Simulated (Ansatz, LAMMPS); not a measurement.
CsCl-type NiAl, bulk modulus B0

Reference value: 156 GPa (measured, room temperature, not corrected to a static lattice; as tabulated in Yamada et al. (2019), arXiv:1910.09660).

```
level (code)                          value (GPa)  cell (Å³/atom)  difference (%)
------------------------------------  -----------  --------------  --------------
MEAM MoCoNiVFeAlCr_2nn.meam (LAMMPS)          158           11.91            +1.3
LDA (Ansatz)                                  186           11.36           +19.2
PBE (Ansatz)                                  159           12.11            +1.9
PBE-D3(BJ) (Ansatz)                           173           11.66           +10.9
PBEsol-D3(BJ) (Ansatz)                        186           11.35           +19.2
r²SCAN-D4 (Ansatz)                            181           11.62           +16.0
B3LYP (VWN-RPA form) (Ansatz)                 159           12.04            +1.9
PBE0 (Ansatz)                                 174           11.73           +11.5
Hartree–Fock (Ansatz)                         145           12.21            -7.1
```

Leaving aside MEAM MoCoNiVFeAlCr_2nn.meam (doubt noted below): The reference is not for a static lattice or low temperature, so close values are not ranked against it.

The measured value isn't corrected to a static lattice, so vibrations enter the comparison. A static lattice is as a rule stiffer than a warm one, by over a tenth in soft solids. The crystal itself was run without spin with LDA, PBE, PBE-D3(BJ), PBEsol-D3(BJ), r²SCAN-D4, B3LYP (VWN-RPA form), PBE0, Hartree–Fock; a magnetic state was not tried in these runs. MEAM MoCoNiVFeAlCr_2nn.meam: the potential file covers more elements than this solid holds. B3LYP (VWN-RPA form), PBE0, Hartree–Fock: the run has no spin polarisation, so it can have missed a magnetic state. Each level is taken at its own relaxed cell. Cutoffs and k meshes differ between the levels. Ansatz's density-functional and Hartree–Fock values are scalar-relativistic unless marked +SOC, with PAW data made under PBE.

Empirical potentials (MEAM MoCoNiVFeAlCr_2nn.meam) are fitted to chosen data: where that held the value shown, agreement is built in, and what lay outside the fit can be far off.

Differences are worked out from the printed values.

Ansatz is a program for electronic structure.
